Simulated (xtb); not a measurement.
xtb 6.7.1, GFN1-xTB: CSc1cccc(-c2sc(-c3ccc([Si](C)(C)C)cc3)cc2F)c1, 45 atoms. The geometry is a generated start, not checked to be a minimum at this level.

- run flags = --grad
- method = GFN1-xTB
- --acc = 1 (default)
- --etemp (K) = 300 (default)
- basis functions = 156
- valence electrons = 124

One run each on 1 thread. Values of broydamp tried: 0.02, 0.05, 0.1, 0.2, 0.4 (default), 0.6, 0.8, 1.

Predict the course of the SCC iterations along this series.

Fewest SCC iterations, within one of each other: 0.2 with 12, 0.4 (default) with 11, 0.6 with 12. The count rises to 19 at 0.02. All converge to one solution.

```
broydamp       SCC iterations            end
-------------  --------------  -------------
0.02                       19  same solution
0.05                       16  same solution
0.1                        15  same solution
0.2                        12  same solution
0.4 (default)              11  same solution
0.6                        12  same solution
0.8                        13  same solution
1                          14  same solution
```
